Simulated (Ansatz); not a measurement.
End structure of a constructed model of the (111) surface of fcc Pt, a pseudomorphic layer of Ag in the host's stacking (bottom of the slab: a bare face, its two planes held):

```yaml
crystal:
  lattice:
    - [2.80721, 0.00000, 0.00000]
    - [-1.40361, 2.43112, 0.00000]
    - [0.00000, 0.00000, 30.00000]
  atoms:
    - { symbol: Pt, position: [0.33333, 0.66667, 0.26831] }
    - { symbol: Pt, position: [0.66667, 0.33333, 0.34471] }
    - { symbol: Pt, position: [0.00000, 0.00000, 0.42082] }
    - { symbol: Pt, position: [0.33333, 0.66667, 0.49698] }
    - { symbol: Pt, position: [0.66667, 0.33333, 0.57347] }
    - { symbol: Pt, position: [0.00000, 0.00000, 0.65099] }
    - { symbol: Ag, position: [0.33333, 0.66667, 0.73081] }
```

Set-up: 7 atoms, 13.9 Å thick at the start; mesh 15x15x1; 0.1 eV smearing; dipole correction on; single point; on the structure that PBE left under its start's symmetry; no spin, no spin-orbit, no U. In PBE it is, or lies within 0.01 eV a 1x1 cell of, the lowest of the 2 structures of its composition computed so far; larger cells were not tried.

### Question
What is the computed work function of the top face (Ansatz (a quantum-chemistry and plane-wave program) with r2SCAN, at the PBE geometry)?

### Answer
4.70 eV
